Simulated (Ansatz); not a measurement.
The starting structures come from a database of crystals and need not be the phases stable at ambient conditions.

Crystal: BaScO2F (P4/mmm, not sure to be the ambient phase, 5 atoms a cell, 14.9 Å³ an atom, -4 GPa at this level); planes in its conventional cell.

These are r2SCAN (plane waves, PAW; Ansatz, a program for electronic structure) values and carry that method's errors.

No gap correction and no spin-orbit coupling; mid-gap values are interpolated between computed energies.

| plane | area of the cell (Å²) | mid-gap κ (1/Å) | largest κ in the gap (1/Å) |
|---|---|---|---|
| (001) | 17.7 | 0.38 | 0.39 |
| (100) | 17.7 | ___ | ___ |

**Question.** The slowest decay depends on the direction. Supply the withheld values.

**Answer.** 
- (100), mid-gap κ (1/Å): 0.33
- (100), largest κ in the gap (1/Å): 0.34
